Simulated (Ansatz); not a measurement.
# The (331) surface of fcc Ca in its 1x1 cell, outermost plane spacing 1.27 Å in the ideal cut

The numbers are results of r2SCAN, at the PBE geometry (plane waves to 500 eV, PAW; Ansatz, a program for electronic structure), not measurements.

Set-up: 9 atoms, 10.1 Å thick at the start (thin: gaps and levels are the slab's own); mesh 10x5x1; 0.1 eV smearing; dipole correction on; single point; on the structure that PBE left under its start's symmetry; no spin, no spin-orbit, no U.

* **surface energy (mean of both faces)**: 0.58 J/m^2
* **work function of the top face**: 2.88 eV
* **cost**: around 3 core-minutes (rough)
